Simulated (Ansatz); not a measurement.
W (Im-3m), LDA, DFPT electron-phonon coupling, linearised Boltzmann equation run with Ansatz (a first-principles code): Condition of this run: functional LDA. phonon-limited resistivity 4.97 μΩ·cm at 300 K, 6.77 μΩ·cm at 400 K, current-weighted mean free path 16.5 nm, Drude plasma energy 8.19 eV.

**Question.** What Drude relaxation time do resistivity and plasma energy imply?

**Answer.** ω_p = 1.24e16 s⁻¹, so τ = 1/(ε₀ ω_p² ρ) = 14.7 fs, a damping ħ/τ of 44.8 meV.

**Question.** Estimate the electronic thermal conductivity at 300 K by the Wiedemann-Franz law (L₀ = 2.44×10⁻⁸ W·Ω/K²).

**Answer.** L₀T/ρ = 2.44×10⁻⁸ × 300/(4.97×10⁻⁸) = 147 W/(m·K). Inelastic scattering puts the true Lorenz number somewhat under L₀ near and below the Debye temperature.

**Question.** What temperature coefficient of resistance follows, and how does it compare with 1/T?

**Answer.** (ρ₄₀₀ − ρ₃₀₀)/(100 K × ρ₃₀₀) = 3.62×10⁻³ K⁻¹, against 1/T = 3.33×10⁻³ K⁻¹ for a resistivity proportional to T. It lies higher because phonons are still being populated at 300 K; impurities would add a constant and lower it.

A metal at this level (no band gap). Only scattering by harmonic phonons is included (no impurities, grain boundaries, electron-electron scattering or thermal expansion). Spin-orbit coupling is left out, which matters with elements this heavy. The squared frequency of the phonon mode least converged on the k mesh is uncertain by about 19 %. The run warned that the eigensolver left some states short of its tolerance. Halving the electron mesh (36x36x36) moves the resistivity by up to 8 % at 300 K, the mean free path by up to 9 %. Smearing 0.20 eV; phonons on a 6x6x6 q mesh, which this run doesn't test.
